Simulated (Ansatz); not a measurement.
Consider Nb2O5 (space group C2, No. 5; a = 5.9603 Å, b = 5.0894 Å, c = 5.7424 Å, α = γ = 90.00°, β = 117.74°; a cell from a computed database, its experimental status unchecked).

Levels (all Ansatz, a first-principles code, PAW): PBEsol (420 eV, without spin-orbit coupling); r2SCAN (500 eV, scalar-relativistic without spin-orbit coupling).

The geometry is relaxed with PBEsol.

| Quantity | Result |
|---|---|
| PBEsol pressure | 0.00 GPa |
| PBEsol smallest direct gap | 2.40 eV |
| PBEsol lowest conduction level above the VBM at special points | V₂ 1.89 eV; M₂ 2.16 eV; Y₂ 2.21 eV; C₂ 2.22 eV |
| PBEsol gap character | indirect, Γ → V₂ |

With r2SCAN at the same geometry, the pressure goes from zero to 2.28 GPa; the smallest direct gap grows by 0.42 eV (2.40 eV → 2.82 eV); the lowest conduction level above the VBM at special points becomes V₂ 2.27 eV; M₂ 2.58 eV; Y₂ 2.60 eV; C₂ 2.61 eV (PBEsol: V₂ 1.89 eV; M₂ 2.16 eV; Y₂ 2.21 eV; C₂ 2.22 eV); the gap character is still indirect, Γ → V₂.

Single points use the geometry relaxed with PBEsol. Their cutoffs differ, which shifts pressures a little. Whether these cells are dynamically stable was not tested.
